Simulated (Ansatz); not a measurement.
A set of cells, compared by their band gap.

Cell A: SiO2 (quartz, P3₁21), 9 atoms in the cell, k-point mesh 12×12×6 on the run's own vectors.
```
O2Si
1.0
    5.01715     0.00000     0.00000
   -2.50858     4.34498     0.00000
    0.00000     0.00000     5.50651
Si O
3 6
Direct
  0.52399   0.52399   0.00000
  0.47601   0.00000   0.33333
  0.00000   0.47601   0.66667
  0.25672   0.41435   0.79380
  0.58565   0.84236   0.12713
  0.15764   0.74328   0.46046
  0.41435   0.25672   0.20620
  0.84236   0.58565   0.87287
  0.74328   0.15764   0.53954
```

Cell B: TiO2 (rutile, P4₂/mnm), 6 atoms in the cell; spin state with PBE: run without spin, k-point mesh 12×8×8 on the run's own vectors.
```xyz
6
Lattice="0.0000 0.0000 2.9637 4.6436 0.0000 0.0000 0.0000 4.6436 0.0000" Properties=species:S:1:pos:R:3 pbc="T T T"
Ti     2.3218     2.3218     0.0000
Ti     0.0000     0.0000     1.4818
O      3.2267     3.2267     1.4818
O      1.4168     1.4168     1.4818
O      3.7386     0.9049     0.0000
O      0.9049     3.7386     0.0000
```

Plane-wave PAW calculations with Ansatz (a first-principles code), its PAW set soft_1, cutoff 420 eV, 500 eV for r2SCAN. The structures are at rest with PBE; other levels are single points on them. HSE06 runs on coarser k-point meshes, which give the PBE gaps of the finer ones within 0.03 eV. Neutral cells; Fermi-Dirac smearing of at most 0.05 eV in the solids, energies taken to zero width. The lattices are those relaxed with PBE, so at other levels the solids can be strained, which adds to the spread. Cells are local rest points, mostly with their start's symmetry. A dispersion term ran beside these levels; it doesn't touch the electrons. Gaps are highest filled to lowest empty Kohn-Sham level on the run's k-point mesh, states of defects and surfaces included; edges off the mesh make the true gap smaller, and under 0.08 eV counts as none; a gap is called direct where the least direct separation is within 0.02 eV of it.

### Question
Predict the band gap (eV) of each cell with PBE.

### Answer
| system | PBE |
|---|---|
| A | 5.69 (indirect) |
| B | 1.86 (direct) |

With PBE the value of A exceeds that of B by 3.83 eV.

### Question
Does the picture change with the functional?

### Answer
```json
[
 {"system": "A", "r2SCAN": "6.33 (indirect)", "HSE06": "7.52"},
 {"system": "B", "r2SCAN": "2.19 (direct)", "HSE06": "3.34"}
]
```

With r2SCAN the value of A exceeds that of B by 4.14 eV. With HSE06 the value of A exceeds that of B by 4.18 eV.
